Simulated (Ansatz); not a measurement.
Cubic perovskite SrVO₃ was calculated with LDA (Ansatz, an electronic-structure program, PAW).

Numerical settings: plane-wave cutoff 520 eV, 18×18×18 k mesh, Fermi–Dirac smearing 0.046 eV (set by the program), no spin polarisation, scalar-relativistic PAW data made under PBE.

Computed at the level's own relaxed cell.

Hill averages of the elastic tensor: K = 218.1 GPa, G = 126.5 GPa. Volume 10.742 Å³/atom, mean atomic mass 37.312 u.

**Question.** Work out the density, the sound velocities of a polycrystal and the elastic Debye temperature, and Pugh's ratio at this level.

**Answer.** ρ = 1.66054 × 37.312/10.742 = 5.768 g/cm³. v_l = √[(K + 4G/3)/ρ] = 8.189 km/s and v_t = √(G/ρ) = 4.683 km/s. The mean follows from 3/v_m³ = 1/v_l³ + 2/v_t³: v_m = 5.203 km/s. Θ_D = (ħ/k_B) v_m (6π²/V)^(1/3) = 76.38 K Å s/km × 5.203 × 1.7665 Å⁻¹ = 702 K, counting all atoms of the cell. K/G = 1.72, to be set beside Pugh's rough bound of 1.75 between brittle and ductile metals.
